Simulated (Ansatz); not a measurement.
Sn on the 1x1 (110) surface of bcc V, one in a 2x2 cell, energies for each (25.4 Å²). Energies are against an atom of beta tin, without zero-point or thermal terms; each row is named by its start.

Level of theory: PBE (plane waves to 420 eV, PAW; Ansatz, a quantum-chemistry and plane-wave program).

Model: 17-atom slab, 6.1 Å thick at the start under the adsorbate (thin: gaps and levels are the slab's own), 6x6x1 mesh, Fermi-Dirac 0.1 eV, dipole correction, 8 atoms held, the rest relaxed; each run with such symmetry as its start has; spin where the adsorbate may keep a moment, no spin-orbit, no U, no dispersion correction.

A negative adsorption energy means that the adsorbate is more stable on the surface than in its reference. Starts that drift may end in the same place. Heights count from the host atoms within 0.3 Å of the top one.

| starting site | E_ads (eV) | height (Å) | nearest host atom (Å) | bonded to | Δ work function (eV) | lateral drift (Å) | moment (μB) |
|---|---|---|---|---|---|---|---|
| top V | -0.66 | 2.39 | V 2.58 | V | -0.22 | 0.0 | 0.0 |
| hollow V-V-V | -0.80 | 2.26 | V 2.77 | 4 V | -0.07 | 0.5 | – |
| bridge V-V (span 2.6 Å) | -0.69 | 2.36 | V 2.75 | 4 V | -0.14 | 0.0 | – |
| bridge V-V (span 3.0 Å) | -0.80 | 2.26 | V 2.77 | 4 V | -0.07 | 0.0 | – |
